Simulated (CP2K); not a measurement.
CP2K run on Te₃MoWSe (P3m1, 12 atoms in the cell): self-consistent single point.

Method of the run: PBEsol, GPW, DZVP-MOLOPT-SR-GTH basis, GTH-PBE potentials (GTH_POTENTIALS) (CP2K).

The change in words: lattice scaled by 1.015; CUTOFF: 500 Ry → 300 Ry. Reference geometry:
```xyz
12
Lattice="3.4837 0.0000 0.0000 -1.7419 3.0170 0.0000 0.0000 0.0000 39.4901" Properties=species:S:1:pos:R:3 pbc="T T T"
Te     0.0000     0.0000    12.9662
Te     0.0000     2.0113     1.8825
Te     0.0000     2.0113    16.7209
Te     0.0000     2.0113     5.5357
Te     0.0000     2.0113    20.3737
Te     0.0000     0.0000     9.2904
Mo     0.0000     0.0000     3.7081
Mo     0.0000     0.0000    18.5477
W      0.0000     2.0113    11.1283
W      0.0000     2.0113    25.9663
Se     0.0000     0.0000    27.5826
Se     0.0000     0.0000    24.3484
```

Reference input (self-consistent single point, DFT PBEsol, GPW, DZVP-MOLOPT-SR-GTH basis, GTH-PBE potentials (GTH_POTENTIALS)): CUTOFF = 500 Ry; REL_CUTOFF = 40 Ry; SMEAR/METHOD = GAUSSIAN; SIGMA = 0.01 eV; KPOINTS/SCHEME = MONKHORST-PACK 7 7 1; XC_FUNCTIONAL = PBE:PBESOL; Te/BASIS_SET = DZVP-MOLOPT-SR-GTH; Te/POTENTIAL = GTH-PBE-q6; Mo/BASIS_SET = DZVP-MOLOPT-SR-GTH; Mo/POTENTIAL = GTH-PBE-q14; W/BASIS_SET = DZVP-MOLOPT-SR-GTH; W/POTENTIAL = GTH-PBE-q14. This run's input differs from it in these lines:

```diff
@@ -16,3 +16,3 @@
     &MGRID
-      CUTOFF 500
+      CUTOFF 300
       REL_CUTOFF 40
@@ -65,5 +65,5 @@
     &CELL
-      A 3.48373100 0.00000000 0.00000000
-      B -1.74186600 3.01700000 0.00000000
-      C 0.00000000 0.00000000 39.49007500
+      A 3.53598700 0.00000000 0.00000000
+      B -1.76799400 3.06225500 0.00000000
+      C 0.00000000 0.00000000 40.08242600
       PERIODIC XYZ
@@ -71,14 +71,14 @@
     &COORD
-      Te       0.00000000     0.00000000    12.96617123
-      Te      -0.00000208     2.01133434     1.88249188
-      Te      -0.00000208     2.01133434    16.72088756
-      Te      -0.00000208     2.01133434     5.53571871
-      Te      -0.00000208     2.01133434    20.37371949
-      Te       0.00000000     0.00000000     9.29043504
-      Mo       0.00000000     0.00000000     3.70811804
-      Mo       0.00000000     0.00000000    18.54769843
-      W       -0.00000208     2.01133434    11.12830313
-      W       -0.00000208     2.01133434    25.96630392
-      Se       0.00000000     0.00000000    27.58263269
-      Se       0.00000000     0.00000000    24.34839554
+      Te       0.00000000     0.00000000    13.16066375
+      Te      -0.00000210     2.04150435     1.91072925
+      Te      -0.00000210     2.04150435    16.97170082
+      Te      -0.00000210     2.04150435     5.61875448
+      Te      -0.00000210     2.04150435    20.67932522
+      Te       0.00000000     0.00000000     9.42979154
+      Mo       0.00000000     0.00000000     3.76373980
+      Mo       0.00000000     0.00000000    18.82591384
+      W       -0.00000210     2.04150435    11.29522765
+      W       -0.00000210     2.04150435    26.35579839
+      Se       0.00000000     0.00000000    27.99637209
+      Se       0.00000000     0.00000000    24.71362140
     &END COORD
```

The program printed (abridged):

```
 SCF WAVEFUNCTION OPTIMIZATION

  Step     Update method      Time    Convergence         Total energy    Change
     1 NoMix/Diag. 0.30E+00      -     1.56062084      -341.6911787224 -3.42E+02
     2 Broy./Diag. 0.30E+00      -     0.27556230      -345.4648415780 -3.77E+00
     3 Broy./Diag. 0.30E+00      -     0.12268690      -340.6399843322  4.82E+00
     4 Broy./Diag. 0.30E+00      -     0.03069998      -341.1571158115 -5.17E-01
     5 Broy./Diag. 0.30E+00      -     0.01390445      -340.1223774595  1.03E+00
     6 Broy./Diag. 0.30E+00      -     0.00298014      -340.3278746153 -2.05E-01
   [... 16 lines left out ...]
    23 Broy./Diag. 0.30E+00      -     0.00000318      -340.4156081310  5.70E-06
    24 Broy./Diag. 0.30E+00      -     0.00000166      -340.4156015259  6.61E-06
    25 Broy./Diag. 0.30E+00      -     0.00000109      -340.4156011544  3.72E-07
    26 Broy./Diag. 0.30E+00      -     0.00000050      -340.4156045533 -3.40E-06
  *** SCF run converged in    26 steps ***

  Overlap energy of the core charge distribution:               0.00000000612835
  Self energy of the core charge distribution:               -607.74007636455872
  Core Hamiltonian energy:                                    131.96562739048977
  Hartree energy:                                             180.98846954691700
  Exchange-correlation energy:                                -45.62962513228449
  Smearing free energy correction:                             -0.00000000000000
  Fermi energy:                                                 0.13382121772559

  Total energy:                                              -340.41560455330813
  Total energy (extrapolated to sigma->0):                   -340.41560455330813

   [... lines left out ...]

 STRESS| Analytical stress tensor [bar]
 STRESS|                        x                   y                   z
 STRESS|      x       -3.02449381929E+04   1.36442912689E+00  -5.57462924133E-06
 STRESS|      y        1.36442912689E+00  -3.02435460036E+04   2.47265717403E-03
 STRESS|      z       -5.57462924133E-06   2.47265717403E-03  -3.35165355966E+04
 STRESS| 1/3 Trace                                            -3.13350065977E+04
```

The run converged in 26 iterations. Against the reference run the free energy goes up by 16.2 meV/atom, the pressure goes from -0.02 to -3.13 GPa, the largest force goes from 0.199 to 0.697 eV/Å and the gap on the mesh goes from 0.963 to 0.853 eV.

The starting cell comes from a database of computed structures (which also holds hypothetical and non-ambient phases and stackings), without a prior relaxation at this level. Its lattice was rescaled by a random factor within 2.5 % of one. For this run, on top of that: lattice scaled by 1.015. Spin-orbit coupling is off. Values carry the incompleteness of an atom-centred basis. The potentials were made for another functional than the one used.

Cost on one core of a shared machine: roughly 4 min.
